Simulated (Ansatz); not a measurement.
The reference is AlN in the wurtzite structure (space group P6_3mc, No. 186; a = 3.107 Å, c = 4.978 Å). Axes: x lies along a and z along c of the hexagonal cell.

Method: r2SCAN (Ansatz, an electronic-structure program, PAW, no spin-orbit coupling).

The change: the cell is stretched by 2.37 % along y with no lateral relaxation, atoms relaxed at fixed cell.

Q: Predict the stress tensor and what it implies for the stiffness.

A: Stress of the strained cell less that of the base (GPa, compression positive):
```
  -2.92    0.00    0.00
   0.00   -9.34    0.00
   0.00    0.00   -2.39
```

Then −Δσ_ii/ε with ε = 0.0237 gives secant stiffness values (nonlinear terms included at this strain): C22 ≈ 394 GPa, C12 ≈ 123 GPa and C23 ≈ 101 GPa.

As a check, the harmonic strain energy −½ V₀ Δσ:ε is 7.2 meV/atom; the computed energy rise is 7.3 meV/atom.

Stability against distortions was not tested.
